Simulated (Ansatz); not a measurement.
Levels about the gap of amorphous Hf18O36H (55 atoms in a cell of 675 Å³, 9.33 g/cm³; zone centre alone, so wide bands show as single levels with stretches between that a denser mesh fills), at the geometry that PBE relaxed, where it gives -0.8 GPa on a denser mesh. The participation number counts the atoms over which a state spreads; weights are charges in smoothed Voronoi cells. The levels come from a single point, so bond lengths are those of that geometry. Method of the levels: PBE, scalar-relativistic without spin-orbit coupling (Ansatz, a first-principles code). Sampling: the zone centre alone; Fermi-Dirac width 0.02 eV; collinear spin, started from a total moment of 1 μB (at the end a net moment of 1.0 μB). The usual formal charges leave 1 electrons over, so the level spacing at the Fermi energy parts defect or band states and needn't be the band gap. In the spin-polarised cell the level spacing at the Fermi energy can part levels of unlike spin.

It comes from a melt-quench run on a machine-learned potential (CHGNet), relaxed afterwards by DFT. O atoms were pushed apart under 1.9 Å during the dynamics, to hinder bonds among them. The hot cell started wider than the set density and was brought back towards it in steps. It is the lowest in DFT energy of 2 quenches. It is a model cell: composition and starting density were chosen by hand, and all elements were melted together. No dispersion term was used. Its density started from a set value of 8.94 and ended at 9.33 g/cm³. The simulated quench (nominally 500 K/ps over its main leg) is rapid and tends to freeze in more defects than a deposited or slowly cooled glass has. Values belong to this one cell and scatter from quench to quench. The volume was free in the relaxation, at fixed shape. Stress components on the final sampling reach 2.1 GPa. On a 2×2×2 Γ-centred mesh force components of up to 0.12 eV/Å stay, since the relaxation ran on the zone centre alone. Cycles of charging lowered its energy after that relaxation.

```json
[
 {"E - E(highest filled), eV": "-2.68", "filling": "filled", "spin": "up", "participation number": "14.7", "largest on": "O, 2 neighbours", "weight O": "0.95", "weight Hf": "0.05", "weight H": "0.00"},
 {"E - E(highest filled), eV": "-2.68", "filling": "filled", "spin": "dn", "participation number": "14.7", "largest on": "O, 2 neighbours", "weight O": "0.95", "weight Hf": "0.05", "weight H": "0.00"},
 {"E - E(highest filled), eV": "-2.58", "filling": "filled", "spin": "up", "participation number": "8.9", "largest on": "O, 3 neighbours", "weight O": "0.94", "weight Hf": "0.06", "weight H": "0.00"},
 {"E - E(highest filled), eV": "-2.57", "filling": "filled", "spin": "dn", "participation number": "8.9", "largest on": "O, 3 neighbours", "weight O": "0.94", "weight Hf": "0.06", "weight H": "0.00"},
 {"E - E(highest filled), eV": "-2.45", "filling": "filled", "spin": "up", "participation number": "6.9", "largest on": "O, 2 neighbours", "weight O": "0.95", "weight Hf": "0.04", "weight H": "0.00"},
 {"E - E(highest filled), eV": "-2.45", "filling": "filled", "spin": "dn", "participation number": "6.9", "largest on": "O, 2 neighbours", "weight O": "0.95", "weight Hf": "0.04", "weight H": "0.00"},
 {"E - E(highest filled), eV": "0.00", "filling": "filled", "spin": "up", "participation number": "8.7", "largest on": "Hf, 6 neighbours", "weight O": "0.39", "weight Hf": "0.60", "weight H": "0.01"},
 {"E - E(highest filled), eV": "0.95", "filling": "empty", "spin": "dn", "participation number": "10.3", "largest on": "Hf, 6 neighbours", "weight O": "0.36", "weight Hf": "0.63", "weight H": "0.01"},
 {"E - E(highest filled), eV": "1.49", "filling": "empty", "spin": "up", "participation number": "16.8", "largest on": "Hf, 8 neighbours", "weight O": "0.45", "weight Hf": "0.55", "weight H": "0.00"},
 {"E - E(highest filled), eV": "1.50", "filling": "empty", "spin": "dn", "participation number": "16.1", "largest on": "Hf, 5 neighbours", "weight O": "0.44", "weight Hf": "0.55", "weight H": "0.00"},
 {"E - E(highest filled), eV": "1.65", "filling": "empty", "spin": "up", "participation number": "20.3", "largest on": "Hf, 6 neighbours", "weight O": "0.38", "weight Hf": "0.62", "weight H": "0.00"},
 {"E - E(highest filled), eV": "1.68", "filling": "empty", "spin": "dn", "participation number": "20.9", "largest on": "Hf, 6 neighbours", "weight O": "0.38", "weight Hf": "0.62", "weight H": "0.00"},
 {"E - E(highest filled), eV": "1.88", "filling": "empty", "spin": "up", "participation number": "26.1", "largest on": "Hf, 6 neighbours", "weight O": "0.39", "weight Hf": "0.60", "weight H": "0.01"},
 {"E - E(highest filled), eV": "1.92", "filling": "empty", "spin": "up", "participation number": "22.3", "largest on": "Hf, 7 neighbours", "weight O": "0.39", "weight Hf": "0.61", "weight H": "0.00"}
]
```

Most localised among these is the filled level at -2.45 eV, on a O atom, which has 2 neighbours (Hf 1.98 Å, Hf 1.99 Å).
